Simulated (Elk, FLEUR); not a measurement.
An Elk input for a self-consistent single point of Hf3Co (Pm-3m, 4 atoms in the cell) (DFT, LDA (PW92), all-electron FP-LAPW, Elk's shipped species files, default APW+lo basis):

```
tasks
  0

xctype
  3

spinpol
  .true.

reducebf
  0.7

rgkmax
  7.0

rmtscf
  0.95

nempty
  10

stype
  0

swidth
  0.00367493

avec
    8.0167284467    0.0000000000    0.0000000000
    0.0000000000    8.0167284467    0.0000000000
    0.0000000000    0.0000000000    8.0167284467

sppath
  './'

atoms
  2   : nspecies
  'Hf.in'   : spfname
  3   : natoms; atposl, bfcmt below
  0.0000000000  0.5000000000  0.5000000000    0.0 0.0 0.0
  0.5000000000  0.0000000000  0.5000000000    0.0 0.0 0.0
  0.5000000000  0.5000000000  0.0000000000    0.0 0.0 0.0
  'Co.in'   : spfname
  1   : natoms; atposl, bfcmt below
  0.0000000000  0.0000000000  0.0000000000    0.0 0.0 -3.0

ngridk
  6 6 6
```

Translate this input to FLEUR.

This is the input that was run; spellings and numerical settings could be chosen otherwise.

Input of the input generator:

```
Hf3Co FLAPW
&input film=f /
4.2422700000 0.0000000000 0.0000000000
0.0000000000 4.2422700000 0.0000000000
0.0000000000 0.0000000000 4.2422700000
1.8897261246
1.0 1.0 1.0

4
72 0.0000000000 0.5000000000 0.5000000000 : 0.00
72 0.5000000000 0.0000000000 0.5000000000 : 0.00
72 0.5000000000 0.5000000000 0.0000000000 : 0.00
27 0.0000000000 0.0000000000 0.0000000000 : 3.00

&comp jspins=2 /
&exco xctyp='pz' /
&kpt div1=6 div2=6 div3=6 gamma=t /
&end /
```

```xml
<?xml version="1.0" encoding="UTF-8" standalone="no"?>
<fleurInput fleurInputVersion="0.39">
   <comment>
      Hf3Co FLAPW                                                                                         
   </comment>
   <calculationSetup>
      <cutoffs Kmax="3.8" Gmax="15.2" GmaxXC="15.2" numbands="0"/>
      <scfLoop itmax="60" minDistance="0.00001" maxIterBroyd="25" imix="Anderson" alpha="0.05" precondParam="0.0" spinf="2.0"/>
      <coreElectrons ctail="T" frcor="F" kcrel="0" coretail_lmax="0"/>
      <xcFunctional name="pz" relativisticCorrections="F"/>
      <magnetism jspins="2"/>
      <soc l_soc="F" theta="0.0" phi="0.0" spav="F"/>
      <expertModes spex="0" secvar="F"/>
      <geometryOptimization l_f="T" forcealpha="1.0" forcemix="BFGS" epsdisp="0.00001" epsforce="0.00001"/>
      <ldaU l_linMix="F" mixParam="0.05" spinf="1.0"/>
   </calculationSetup>
   <cell>
      <bzIntegration valenceElectrons="93.0" mode="gauss" fermiSmearingEnergy="0.00367493">
         <kPointListSelection listName="default-1"/>
         <!-- k-points included here -->
         <xi:include xmlns:xi="http://www.w3.org/2001/XInclude" href="kpts.xml"> </xi:include>
      </bzIntegration>
      <!-- symmetry operations included here -->
      <xi:include xmlns:xi="http://www.w3.org/2001/XInclude" href="sym.xml"> </xi:include>
      <bulkLattice scale="1.0">
         <bravaisMatrix>
            <row-1>    8.0167284466068427     0.0000000000000000     0.0000000000000000</row-1>
            <row-2>    0.0000000000000000     8.0167284466068427     0.0000000000000000</row-2>
            <row-3>    0.0000000000000000     0.0000000000000000     8.0167284466068427</row-3>
         </bravaisMatrix>
      </bulkLattice>
   </cell>
   <atomSpecies>
      <species name="Hafnium (Hf)" element="Hf" atomicNumber="72">
         <mtSphere radius="2.64" gridPoints="913" logIncrement="0.015"/>
         <atomicCutoffs lmax="10" lnonsphr="8"/>
         <electronConfig flipSpins="F">
            <coreConfig>(1s1/2) (2s1/2) (2p1/2) (2p3/2) (3s1/2) (3p1/2) (3p3/2) (4s1/2) (3d3/2) (3d5/2) (4p1/2) (4p3/2) (4d3/2) (4d5/2)</coreConfig>
            <valenceConfig>(5s1/2) (5p1/2) (5p3/2) (6s1/2) (4f5/2) (4f7/2) (5d3/2) (5d5/2)</valenceConfig>
            <stateOccupation state="(5d3/2)" spinUp="0.4" spinDown="0.4"/>
            <stateOccupation state="(5d5/2)" spinUp="0.6" spinDown="0.6"/>
         </electronConfig>
         <energyParameters s="6" p="6" d="5" f="5"/>
         <lo type="SCLO" l="0" n="5" eDeriv="0"/>
         <lo type="SCLO" l="1" n="5" eDeriv="0"/>
         <lo type="SCLO" l="3" n="4" eDeriv="0"/>
      </species>
      <species name="Cobalt (Co3.000" element="Co" atomicNumber="27">
         <mtSphere radius="2.64" gridPoints="913" logIncrement="0.014"/>
         <atomicCutoffs lmax="10" lnonsphr="8"/>
         <electronConfig flipSpins="F">
            <coreConfig>(1s1/2) (2s1/2) (2p1/2) (2p3/2) (3s1/2)</coreConfig>
            <valenceConfig>(3p1/2) (3p3/2) (4s1/2) (3d3/2) (3d5/2)</valenceConfig>
            <stateOccupation state="(3d3/2)" spinUp="2.0" spinDown="0.8"/>
            <stateOccupation state="(3d5/2)" spinUp="3.0" spinDown="1.2"/>
         </electronConfig>
         <energyParameters s="4" p="4" d="3" f="4"/>
         <lo type="SCLO" l="1" n="3" eDeriv="0"/>
      </species>
   </atomSpecies>
   <atomGroups>
      <atomGroup species="Hafnium (Hf)">
         <relPos label="                   1">.0000000000 1.000/2.000 1.000/2.000</relPos>
         <relPos label="                   2">1.000/2.000 .0000000000 1.000/2.000</relPos>
         <relPos label="                   3">1.000/2.000 1.000/2.000 .0000000000</relPos>
         <force calculate="T" relaxXYZ="TTT"/>
      </atomGroup>
      <atomGroup species="Cobalt (Co3.000">
         <relPos label="                   4">.0000000000 .0000000000 .0000000000</relPos>
         <force calculate="T" relaxXYZ="TTT"/>
      </atomGroup>
   </atomGroups>
   <output dos="F" band="F" slice="F">
      <checks vchk="F" cdinf="F"/>
      <bandDOS minEnergy="-.5*Htr" maxEnergy="0.5*Htr" sigma="0.015" storeEVData="T"/>
      <vacuumDOS vacdos="F" integ="F" star="F" nstars="0" locx1="0.0" locy1="0.0" locx2="0.0" locy2="0.0" nstm="0" tworkf="0.0"/>
      <unfoldingBand unfoldBand="F" supercellX="1" supercellY="1" supercellZ="1"/>
      <plotting iplot="0" polar="F">
         <plot TwoD="T" vec1="  1.0  0.0  0.0" vec2="  0.0  1.0  0.0" vec3="  0.0  0.0  1.0" zero="  0.0  0.0  0.0" file="plot"/>
      </plotting>
      <chargeDensitySlicing numkpt="0" minEigenval="0.0" maxEigenval="0.0" nnne="0" pallst="F"/>
      <specialOutput eonly="F"/>
      <magneticCircularDichroism mcd="F" energyLo="-10.0" energyUp="0.0"/>
   </output>
  <!-- We include the file relax.xml here to enable relaxations (see documentation) -->
  <xi:include xmlns:xi="http://www.w3.org/2001/XInclude" href="relax.xml"> <xi:fallback/> </xi:include>
</fleurInput>
```

Basis settings and potentials, where a program has them, do not carry over. This input uses DFT, LDA (Perdew-Zunger), all-electron FLAPW (FLEUR), scalar-relativistic valence. LDA parametrisations can differ slightly between programs. Both were run: size of the net moment 0.00 μB/atom in Elk and 0.00 in FLEUR.

On Elk: the starting cell comes from a database of computed structures (which also holds hypothetical and non-ambient phases and stackings), without a prior relaxation at this level. Spin-orbit coupling is off. The starting moments vanished: the run ended non-magnetic, which need not be the lowest state. Values depend on the basis (sphere radii, cutoffs, local orbitals), which need not be converged.

On FLEUR: the starting cell comes from a database of computed structures (which also holds hypothetical and non-ambient phases and stackings), without a prior relaxation at this level. Spin-orbit coupling is off. The starting moments vanished: the run ended non-magnetic, which need not be the lowest state. Values depend on the basis (sphere radii, cutoffs, local orbitals), which need not be converged.
